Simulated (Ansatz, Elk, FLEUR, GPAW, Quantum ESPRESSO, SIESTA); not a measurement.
Code comparison for CuI (F-43m, 2 atoms in the cell)

Self-consistent single point.

```xyz
2
Lattice="0.0000 3.0250 3.0250 3.0250 0.0000 3.0250 3.0250 3.0250 0.0000" Properties=species:S:1:pos:R:3 pbc="T T T"
Cu     0.0000     0.0000     0.0000
I      1.5125     1.5125     1.5125
```

Shared settings, as Ansatz (a program for electronic structure) writes them: kpoints.mp_grid.grid = 8 8 8; scf.occupations.method = fermi_dirac; scf.occupations.width = 0.0007 Ry. Potentials and cutoffs stand in the table.

| code | model | pressure (GPa) | gap on the mesh (eV) | cutoff |
|---|---|---|---|---|
| Ansatz | PBE, default PAW files | 0.54 | 1.138 | 30.9 Ry |
| GPAW | PBE, GPAW PAW datasets PBE (gpaw-data 1.0.1) | 1.01 | 1.159 | 800 eV |
| SIESTA | GGA PBE, numerical atomic orbitals DZP, PseudoDojo PBE standard norm-conserving potentials (rewritten from UPF to PSML) | 1.76 | 1.962 | grid 350 Ry |
| Quantum ESPRESSO | PBE, SSSP 1.1.2 efficiency (PBE) pseudopotentials | 0.65 | 1.128 | 50 Ry |
| Elk | PBE, all-electron FP-LAPW, Elk's shipped species files, default APW+lo basis | – | 1.094 | default |
| FLEUR | PBE, all-electron FLAPW (FLEUR), scalar-relativistic valence | – | 1.128 | Kmax 4 1/bohr |

A dash marks a value that a program does not give, or that is left out as unsure.

Gaps are read on the mesh.

On Ansatz's run: spin-orbit coupling is off.

The spread over the programs that give each value: pressure within 1.22 GPa; gap on the mesh within 0.868 eV.

SIESTA uses small atom-centred bases, whose incompleteness enters pressures, forces and empty levels differently from a plane-wave cutoff. Elk and FLEUR treat all electrons, but the usual bases taken here (sphere radii, linearisation, local orbitals, empty states) were not tested for convergence, so the values are no reference for the others. Ansatz's pressure is given at a fixed set of plane waves, as the other plane-wave codes print theirs; with its correction for the finite basis it is 0.58 GPa. In the pressure, SIESTA (by 1.11) lies more than 1 GPa from the median of the plane-wave programs. In the gap, SIESTA (by 0.824) lies more than 0.12 eV from the median of the plane-wave programs.

On the base mesh (5 5 5) the same programs gave: Ansatz pressure 0.60 GPa, gap on the mesh 1.137 eV; Quantum ESPRESSO pressure 0.71 GPa, gap on the mesh 1.127 eV; GPAW pressure 1.11 GPa, gap on the mesh 1.156 eV; Elk gap on the mesh 1.093 eV; FLEUR gap on the mesh 1.126 eV; SIESTA pressure 1.82 GPa, gap on the mesh 1.962 eV.

The starting cell has typed, rounded lattice constants, without a prior relaxation at this level.

Left out of this page: ABINIT (with a known weakness of the program); CP2K (on another mesh).

Keys are those of Ansatz 0.2.
